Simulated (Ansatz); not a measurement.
# Evanescent states of BN (P6_3mc, wurtzite, 4 atoms a cell, 6.0 Å³ an atom, -5 GPa at this level) along the normal of (110)

Method: r2SCAN (plane waves, PAW; Ansatz, an electronic-structure program).

The gap is the functional's own, uncorrected, and κ follows it; spin-orbit coupling is left out. Mid-gap means the computed energy nearest the middle.

Energies count from the valence-band top; κ is the least over a 8×8 mesh across the current.

| E (eV) | κ (1/Å) | where |
|---|---|---|
| 0.14 | 0.108 | Γ |
| 0.41 | 0.183 | Γ |
| 0.68 | 0.232 | Γ |
| 0.94 | 0.269 | Γ |
| 1.22 | 0.299 | Γ |
| 1.49 | [?] | Γ |
| 1.75 | [?] | Γ |
| 2.02 | [?] | Γ |
| 2.29 | [?] | Γ |
| 2.56 | [?] | Γ |
| 2.83 | [?] | Γ |
| 3.10 | [?] | Γ |
| 3.38 | [?] | Γ |
| 3.65 | [?] | Γ |
| 3.92 | [?] | Γ |
| 4.18 | [?] | Γ |
| 4.46 | 0.341 | Γ |
| 4.72 | 0.328 | Γ |
| 5.00 | 0.307 | Γ |
| 5.26 | 0.249 | Γ |
| 5.54 | 0.168 | Γ |

Question: What belongs in the gaps?

Answer: 
- 1.49, κ (1/Å): 0.324
- 1.75, κ (1/Å): 0.345
- 2.02, κ (1/Å): 0.364
- 2.29, κ (1/Å): 0.380
- 2.56, κ (1/Å): 0.394
- 2.83, κ (1/Å): 0.398
- 3.10, κ (1/Å): 0.391
- 3.38, κ (1/Å): 0.383
- 3.65, κ (1/Å): 0.374
- 3.92, κ (1/Å): 0.364
- 4.18, κ (1/Å): 0.353
